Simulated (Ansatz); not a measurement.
Relaxation of the outer planes of the (10-10) surface of wurtzite AlN in its 1x1 cell (cut with top plane Al + N, bottom plane Al + N), outermost plane spacing 0.90 Å in the ideal cut.

The numbers are results of PBE (plane waves to 420 eV, PAW; Ansatz, an electronic-structure program), not measurements.

Model: 20-atom slab, Al10N10, 11.7 Å thick at the start, 8x5x1 mesh, Fermi-Dirac 0.025 eV, dipole correction, all atoms relaxed; start symmetry kept, larger cells not searched; no spin, no spin-orbit, no U.

```
plane   atoms  bulk spacing to the next (Å)  relaxed spacing (Å)  change (%)         rumpling (Å)
-----  ------  ----------------------------  -------------------  ----------  -------------------
1      Al + N                         0.904                0.703       -22.2   0.22 (N outermost)
2      Al + N                         1.807                1.875         3.7  0.08 (Al outermost)
```
